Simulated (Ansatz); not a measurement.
The reference is Bi2Se3 in the Bi2Te3 type structure (space group R-3m, No. 166; a = 4.145 Å, c = 29.268 Å (hexagonal axes)). Axes: x lies along a and z along c of the hexagonal cell.

Calculations: plane-wave PAW DFT at the r2SCAN+rVV10 level (Ansatz, an electronic-structure program, 500 eV), spin-orbit coupling left out, earlier PAW set.

Base values:

The valence-band top at Γ is 0.00, -1.23, -1.23 eV.

Perturbation: the cell is stretched by 0.66 % along y with no lateral relaxation; the atoms relax in the strained cell.

### Question
How does this affect the energy relative to the base?

### Answer
The energy grows by 0.3 meV/atom.

### Question
What happens to the stress?

### Answer
The stress (xx, yy, zz, yz, xz, xy; compression positive) comes out as (-0.16, -0.57, -0.13, -0.07, 0.00, 0.00) GPa.

### Question
Predict the new valence-band top at Γ.

### Answer
The valence-band top at Γ (three highest levels, from the VBM) goes from 0.00, -1.23, -1.23 eV to 0.00, -1.19, -1.23 eV.

Spin-orbit coupling, missing from the scalar runs, can matter with Bi. The levels and masses belong to the bands next to the band gap. Stability against distortions was not tested.
